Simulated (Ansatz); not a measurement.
# KTaO3: O vacancy, symmetric start

The reference is a 10-atom supercell of KTaO3 in the cubic perovskite structure (space group Pm-3m, No. 221; a = 3.9853 Å) at its relaxed geometry.

Now apply this change: a neutral O vacancy, symmetric start, atoms relaxed at fixed cell.

Computed with PBEsol (Ansatz, a program for electronic structure, PAW, no SOC). k-mesh 6×6×6 (Γ-centred); smearing 0.01 eV (Fermi–Dirac).

The pressure goes from zero to 0.8 GPa and the energy gained by relaxation comes out as 0.08 eV. The largest displacement of a host atom from its site in the perfect cell amounts to 0.06 Å and the mean distance from the defect site to its nearest host atoms goes up by 0.06 Å to 2.05 Å.

Final structure:

```
CELL_PARAMETERS angstrom
      3.98532    -3.98532     0.00000
      0.00000     3.98532    -3.98532
      0.00000     3.98532     3.98532
ATOMIC_POSITIONS crystal
  K  0.00000 0.00000 0.00000
  K  0.00000 0.50000 0.50000
  Ta 0.51459 0.25729 0.75729
  Ta 0.48541 0.74271 0.24271
  O  0.00000 0.50000 0.00000
  O  0.50000 0.50000 0.50000
  O  0.50000 0.00000 0.00000
  O  0.50000 0.00000 0.50000
  O  0.50000 0.50000 0.00000
```

Cost of the whole job for the changed cell (relaxation, final SCF and bands): roughly 2.4 core-minutes.

The magnetic state is the one reached from the starting moments; the real material's order can differ, and small cells can't hold many antiferromagnetic ones. In so small a cell the defect repeats every few ångströms: this is an ordered compound, not a dilute defect. A case with no gap was solved on a k-mesh chosen for an insulator, which is coarse for it. The defect started on the symmetric site and kept its symmetry, so it may sit on a saddle. No Hubbard U is applied, and correlation can decide whether such a compound is a metal. The defect cell is spin-polarised and ends with 0.5 μB, a fractional moment that hangs on the mesh and smearing.
